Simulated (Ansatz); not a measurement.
Take SiO$_{2}$ (space group P3_221, No. 154; a = 4.866 Å, c = 5.365 Å) as the base. Axes: x lies along a and z along c of the hexagonal cell.

Computed with Ansatz (a quantum-chemistry and plane-wave program), LDA, PAW, cutoff 420 eV, scalar-relativistic without spin-orbit coupling.

For the base:

The band gap comes out as 5.83 eV and the smallest direct gap is 6.12 eV.

One thing is altered: uniaxial strain ε_zz = −0.75 %, all other strain components held at zero; the atoms relax in the strained cell.

Q: What happens to the band gap?

A: The band gap increases by 0.02 eV to 5.85 eV.

Q: What does the calculation give for the stress after the change?

A: The stress (xx, yy, zz, yz, xz, xy; compression positive) comes out as (0.09, 0.09, 0.78, 0.00, 0.00, 0.00) GPa.

Q: Predict the new smallest direct gap.

A: The smallest direct gap rises by 0.02 eV, from 6.12 eV to 6.14 eV.

Q: Predict the new largest internal atomic displacement.

A: The largest internal atomic displacement is 0.014 Å.

Whether these cells are dynamically stable was not tested.
